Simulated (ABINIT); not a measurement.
A self-consistent single point of ReTc (P-6m2, 2 atoms in the cell) with ABINIT.

Computed with PBEsol, PAW (JTH v2.0 PBE PAW, files made for PBE) (plane waves; ABINIT 10.0.3).

The change in words: lattice scaled by 0.98. Reference geometry:
```
ReTc
1.0
    2.74930     0.00000     0.00000
   -1.37465     2.38096     0.00000
    0.00000     0.00000     4.44027
Tc Re
1 1
Direct
  0.66667   0.33333   0.00000
  0.00000   0.00000   0.50000
```

Reference input (self-consistent single point, DFT, PBEsol, plane waves, PAW (JTH v2.0 PBE PAW, files made for PBE)): pseudos = [Tc.GGA_PBE-JTH.xml, Re.GGA_PBE-JTH.xml]; ecut = 544 eV; pawecutdg = 1088 eV; pawxcdev = 0; ixc = -116133; occopt = 7; tsmear = 0.00734986 Ha; ngkpt = 11 11 6; nshiftk = 1; shiftk = 0 0 0; potentials = JTH v2.0 PBE PAW; nband = 21. This run's input differs from it in these lines:

```diff
@@ -3,6 +3,6 @@
 pseudos "Tc.GGA_PBE-JTH.xml, Re.GGA_PBE-JTH.xml"
-acell 5.1954244243 5.1954244243 8.3908942194
+acell 5.0915162413 5.0915162413 8.2230770909
 rprim
-         1.0000000000   -0.0000000174    0.0000000000
-        -0.4999999849    0.8660254125    0.0000000000
+         1.0000000000   -0.0000000313    0.0000000000
+        -0.4999999729    0.8660254195    0.0000000000
          0.0000000000    0.0000000000    1.0000000000
@@ -13,4 +13,4 @@
 xcart
-         2.5977122383    1.4997897997    0.0000000000
-         0.0000000000    0.0000000000    4.1954471097
+         2.5457581667    1.4697940565    0.0000000000
+         0.0000000000    0.0000000000    4.1115385454
 ecut 544 eV
```

Output, abridged:

```
--- !BeginCycle
solver: {iscf: 17, nstep: 60, nline: 4, wfoptalg: 10, }
tolerances: {tolvrs: 1.00E-12, }
...

     iter   Etot(hartree)      deltaE(h)  residm     nres2
 ETOT  1  -161.22352261208    -1.612E+02 2.069E+00 1.684E+01
 ETOT  2  -161.91691434540    -6.934E-01 3.317E-02 3.729E+01
 ETOT  3  -161.82522574695     9.169E-02 2.403E-02 3.332E+00
 ETOT  4  -161.82294887775     2.277E-03 5.279E-03 4.291E-01
 ETOT  5  -161.82322203036    -2.732E-04 4.385E-03 1.764E-01
   [... 6 lines left out ...]
 ETOT 12  -161.82266550672    -2.726E-11 1.173E-04 6.883E-10
 ETOT 13  -161.82266550672     3.695E-13 1.753E-04 1.610E-10
 ETOT 14  -161.82266550672     2.842E-13 1.131E-04 2.274E-12
 ETOT 15  -161.82266550672    -2.842E-13 1.607E-04 1.037E-13
 At SCF step   15       nres2   =  1.04E-13 < tolvrs=  1.00E-12 =>converged.

 Cartesian components of stress tensor (hartree/bohr^3)
  sigma(1 1)= -5.78179909E-04  sigma(3 2)=  0.00000000E+00
  sigma(2 2)= -5.78179917E-04  sigma(3 1)=  0.00000000E+00
  sigma(3 3)= -5.36771257E-04  sigma(2 1)=  4.40577577E-13

 ----iterations are completed or convergence reached----

 reduced coordinates (array xred) for    2 atoms
       0.666666666658      0.333333333293      0.000000000000
      -0.000000000009     -0.000000000040      0.500000000000
 cartesian forces (eV/Angstrom) at end:
    1      0.00000000000000     0.00000000000000    -0.00000000000000
    2      0.00000000000000     0.00000000000000    -0.00000000000000
 frms,max,avg= 0.0000000E+00 0.0000000E+00   0.000E+00  0.000E+00  0.000E+00 e/A
   [... lines left out ...]
 Fermi (or HOMO) energy (hartree) =   0.53668   Average Vxc (hartree)=  -0.53540
   [... lines left out ...]
'-kT*entropy'       : -1.12433855483744E-03
total_energy        : -1.61822665398498E+02
total_energy_eV     : -4.40341866540686E+03
...

-Cartesian components of stress tensor (GPa)         [Pressure=  1.6605E+01 GPa]
- sigma(1 1)= -1.70106373E+01  sigma(3 2)=  0.00000000E+00
- sigma(2 2)= -1.70106376E+01  sigma(3 1)=  0.00000000E+00
- sigma(3 3)= -1.57923530E+01  sigma(2 1)=  1.29622376E-08

 Calculation completed.
```

The run converged in 15 iterations. Against the reference run the free energy goes up by 27.1 meV/atom and the pressure goes from -6.46 to 16.60 GPa.

The starting cell comes from a database of computed structures (which also holds hypothetical and non-ambient phases and stackings), without a prior relaxation at this level. For this run, on top of that: lattice scaled by 0.98. Spin polarisation is off. The potentials were made for another functional than the one used. With a pressure of about 17 GPa the cell is away from its equilibrium volume at this level.

Cost on one core of a shared machine: roughly 50 s.
